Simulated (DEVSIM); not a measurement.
Device: abrupt Si n-p junction, at 300 K.

| layer (left to right) | material | thickness (μm) | Nd (cm⁻³) | Na (cm⁻³) | τn (s) | τp (s) |
|---|---|---|---|---|---|---|
| 1 | Si | 13.0 | 5.2e17 | - | 8.7e-5 | 8.7e-5 |
| 2 | Si | 26.0 | - | 9.7e14 | 8.7e-5 | 8.7e-5 |

Left contact: ohmic. Right contact: ohmic. Voltage is applied to the left contact. Recombination: SRH at mid-gap, radiative. Mobility is μmin + (μ − μmin)/(1 + (N/Nref)^α).

The device is made up for the run: typed textbook-type constants, with dimensions and the other settings drawn at random. Values at 300 K.

```
parameter           Si
-------------  -------
gap (eV)         1.124
affinity (eV)     4.05
permittivity      11.7
Nc (cm⁻³)      2.86e19
Nv (cm⁻³)       3.1e19
μn (cm²/Vs)       1417
μp (cm²/Vs)        470
μn,min              52
μp,min              45
Nref,n          9.7e16
Nref,p          2.2e17
αn                0.68
αp                0.72
B (cm³/s)      4.7e-15
```

Model (solved in DEVSIM): 1D drift-diffusion, Boltzmann statistics, complete ionisation; no tunnelling, impact ionisation, image-force lowering or self-heating.

Task: Tabulate band edges, carrier densities and field at -0.9 V on the left contact.

Result: Energies count from the Fermi level of the right contact; mesh points crowd at the junctions.

| x (μm) | Ec (eV) | Ev (eV) | n (cm⁻³) | p (cm⁻³) | field (V/cm) |
|---|---|---|---|---|---|
| 0.000 | 1.004 | -0.120 | 5.2e17 | 220 | -21 |
| 0.04250 | 1.004 | -0.120 | 5.2e17 | 1.4e14 | -21 |
| 0.1676 | 1.003 | -0.121 | 5.2e17 | 5.7e14 | -21 |
| 0.5058 | 1.003 | -0.121 | 5.2e17 | 1.7e15 | -21 |
| 2.088 | 0.999 | -0.125 | 5.3e17 | 6.6e15 | -20 |
| 6.056 | 0.991 | -0.133 | 5.4e17 | 1.6e16 | -20 |
| 10.46 | 0.983 | -0.141 | 5.4e17 | 2.5e16 | -19 |
| 12.38 | 0.979 | -0.145 | 5.5e17 | 2.8e16 | -19 |
| 12.80 | 0.979 | -0.145 | 5.5e17 | 2.8e16 | -19 |
| 12.94 | 0.978 | -0.146 | 5.5e17 | 2.8e16 | -18 |
| 13.00 | 0.987 | -0.137 | 3.9e17 | 4.0e16 | 16000 |
| 13.06 | 1.016 | -0.108 | 1.2e17 | 1.2e17 | 10 |
| 13.20 | 1.016 | -0.108 | 1.2e17 | 1.2e17 | -13 |
| 13.63 | 1.016 | -0.108 | 1.2e17 | 1.2e17 | -13 |
| 15.58 | 1.013 | -0.111 | 1.1e17 | 1.1e17 | -14 |
| 20.19 | 1.006 | -0.118 | 9.1e16 | 9.1e16 | -17 |
| 30.70 | 0.980 | -0.144 | 4.1e16 | 4.2e16 | -38 |
| 36.02 | 0.948 | -0.176 | 1.5e16 | 1.6e16 | -99 |
| 38.27 | 0.910 | -0.214 | 4.3e15 | 5.2e15 | -330 |
| 38.76 | 0.885 | -0.239 | 1.6e15 | 2.4e15 | -840 |
| 38.93 | 0.867 | -0.257 | 6.2e14 | 1.3e15 | -1400 |
| 39.00 | 0.856 | -0.268 | 120000 | 9.7e14 | -1600 |
